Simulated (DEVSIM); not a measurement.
Structure: n-channel Si planar bulk MOSFET with HfO2, at 300 K.

```yaml
gate_length: 180 nm
source_drain_length: 144 nm
dielectric_thickness: 18.8 nm
lateral_straggle: 5.7 nm
underlap: 0 nm
junction_depth: 66.9 nm
substrate_depth: 497 nm
gate_work_function: 4.08 eV
source_and_drain_doping: 7.3e19 cm⁻³, Gaussian tails under the gate
body_doping: 2.1e17 cm⁻³
lifetime: 1e-7 s
supply: 1.5 V
halo_peak: 3.6e17 cm⁻³
back_or_body_bias: -0.5 V
```

All mobilities are scaled by 0.5; velocity saturation, μ/(1 + (μE/vsat)^b)^(1/b) with b = 2 for electrons and 1 for holes and E the electric field along each mesh edge, is on. Mobility is μmin + (μ − μmin)/(1 + (N/Nref)^α).

The device is made up for the run: typed textbook-type constants, with dimensions and the other settings drawn at random. Values at 300 K.

Si: gap (eV) 1.124, affinity (eV) 4.05, permittivity 11.7, Nc (cm⁻³) 2.86e19, Nv (cm⁻³) 3.1e19, μn (cm²/Vs) 1417, μp (cm²/Vs) 470, μn,min 52, μp,min 45, Nref,n 9.7e16, Nref,p 2.2e17, αn 0.68, αp 0.72, vsat,n (cm/s) 1e7, vsat,p (cm/s) 8.4e6. HfO2: gap (eV) 5.7, affinity (eV) 2.5, permittivity 22.

DEVSIM, 2D drift-diffusion, Boltzmann statistics, complete ionisation; no quantum confinement, tunnelling, impact ionisation, self-heating, contact resistance or fringe fields beside the gate. Metal contacts follow the ideal Schottky-Mott rule: no Fermi-level pinning, no interface dipoles.

Transfer curves, |Id| in μA/μm:

```csv
Vg (V),Vd = 0.05 V,Vd = 1.5 V
-0.225,6.150e-7,3.795e-6
-0.15,6.854e-6,4.228e-5
-0.075,7.630e-5,0.0004682
0,0.0008442,0.005119
0.075,0.009193,0.05423
0.15,0.09455,0.5128
0.225,0.7588,3.350
0.3,3.210,12.14
0.375,7.179,28.04
0.45,11.52,50.02
0.525,15.80,76.84
0.6,19.90,107.5
0.675,23.80,141.3
0.75,27.52,177.6
0.825,31.06,216.1
0.9,34.44,256.3
0.975,37.66,298.2
1.05,40.75,341.4
1.125,43.71,385.9
1.2,46.56,431.3
1.275,49.29,477.8
1.35,51.92,525.0
1.425,54.46,573.0
1.5,56.90,621.7
```

Question: Work out the subthreshold swing at low drain bias from the rows at -0.225 and -0.15 V, and compare it with the thermal limit.

Answer: log10(6.854e-6/6.150e-7) = 1.047 over 75.0 mV, so S = 71.6 mV/decade. The limit kT/q ln 10 is 59.5 mV/decade; the ratio is 1.20. This is the steepest step of the table.

Question: Find both thresholds at the constant current 0.1 μA × (1 μm/L) a micrometre, and the DIBL.

Answer: The current is 0.556 μA/μm. Interpolating ln Id gives 0.214 V and 0.153 V; their difference over the 1.45 V of drain bias is 42 mV/V.

Source and drain are degenerate, where Boltzmann statistics are only rough. The electric field that drives the saturation includes the junctions' built-in field, which lowers the mobility there even at small currents: subthreshold currents come out too low, a known weakness of this choice.
